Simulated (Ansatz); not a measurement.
**N on the 1x1 (10-10) surface of wurtzite ZnO (cut with top plane O + Zn), one in a 1x1 cell, started at the site 'bridge Zn-Zn (span 3.3 Å) #2'**

Host crystal: wurtzite ZnO, with a band gap (PBE, scalar-relativistic without spin-orbit coupling).

Computed with PBE (plane waves to 420 eV, PAW; Ansatz, a program for electronic structure).

Slab: 17 atoms, 9.4 Å thick at the start under the adsorbate (thin: gaps and levels are the slab's own); k 6x4x1, smearing 0.01 eV, dipole-corrected; 8 atoms held, the rest relaxed; no symmetry held; spin-polarised, ending with about 3.0 μB a cell; orders that need a larger cell were not tried, no spin-orbit, no U, no dispersion correction. At the end it is bonded to Zn. In PBE this state lies 1.24 eV over the lowest of the starts that converged ('over O at depth 0.9 Å', where the adsorbate paired with a surface O atom).

- adsorption energy against ½ N2(g) = 4.95 eV
- gap of the slab on its k-mesh = 0.11 eV
- highest filled level below the top vacuum level = 6.24 eV
- change of the step from the bottom to the top vacuum level, against the clean slab = 0.46 eV
- energy released by relaxation = 1.04 eV
- height of the binding atom over the mean of the host atoms within 0.3 Å of the top one = 1.829 Å
- magnetic moment of the cell = 3.00 μB
- nearest host atoms of the binding atom = Zn at 2.01 Å, O at 3.13 Å, O at 3.14 Å
- largest move of a host atom = 0.29 Å
- note = in the relaxation the adsorbate left its starting site by 0.9 Å
- cost = very roughly 18 core-minutes

A negative adsorption energy means that the adsorbate is more stable on the surface than in its reference.
